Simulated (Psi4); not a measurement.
Psi4 1.11, PBE/def2-svp: OB(O)O[SiH2][O][GeH3], 14 atoms. The geometry is a generated start, not checked to be a minimum at this level.

| Quantity | Value |
|---|---|
| task | energy |
| method | pbe |
| basis | def2-svp |
| memory | 3 GB |
| maxiter | 100 |
| keys of the molecule block | symmetry c1 |
| scf_type | df (default) |
| guess | auto, which took SAD (default) |
| scf_initial_accelerator | adiis (default) |
| e_convergence | 1e-06 (default) |
| d_convergence | 1e-06 (default) |
| dft_radial_points | 75 (default) |
| dft_spherical_points | 302 (default) |
| basis functions | 155 |
| grid points | 299550 |

```xyz
14

Ge     3.2128    -0.0834     0.4649
O      1.5114     0.1091     0.2045
Si     0.1584    -0.6151    -0.2841
O     -0.9878     0.5037    -0.1888
B     -2.3131     0.7113    -0.1538
O     -2.7729     1.9806    -0.1035
O     -3.2251    -0.3090    -0.1736
H      3.6618     1.2757     0.8922
H      3.8209    -0.5311    -0.8319
H      3.3870    -1.1265     1.5309
H     -0.1391    -1.7407     0.6119
H      0.2741    -1.0220    -1.6849
H     -3.7287     2.0381    -0.0867
H     -2.8596    -1.1907    -0.1970
```

One run each on 2 threads. Values of diis_max_vecs tried: 3, 6, 10 (default), 20.

Q: How does the count of SCF iterations change with diis_max_vecs, and where is it least?

A: Fewest SCF iterations, within one of each other: 6 with 12, 10 (default) with 11, 20 with 11. The count rises to 20 at 3. All converge to one solution.

```
diis_max_vecs  SCF iterations            end
-------------  --------------  -------------
3                          20  same solution
6                          12  same solution
10 (default)               11  same solution
20                         11  same solution
```
